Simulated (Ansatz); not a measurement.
**Mo: isotropic strain +3.00 %**

The parent structure is Mo in the bcc (W type) structure (space group Im-3m, No. 229; a = 3.1300 Å; relaxed with 0.1 eV smearing).

It is then changed as follows: the cell is scaled by 1.0300 in all directions, atoms relaxed at fixed cell.

Calculations: DFT with PBEsol, PAW potentials and a 420 eV plane-wave cutoff in Ansatz (a program for electronic structure), spin-orbit coupling left out. Γ-centred 29×29×29 mesh, Fermi–Dirac width 0.1 eV.

Space group: Im-3m (No. 229) (base Im-3m (No. 229))
Energy relative to the base (free energy F): +99 meV/atom
Pressure: -20.6 GPa (base 0.0 GPa)
Band gap: zero (base zero)

Stability against distortions was not tested. The final runs are not spin-polarised.
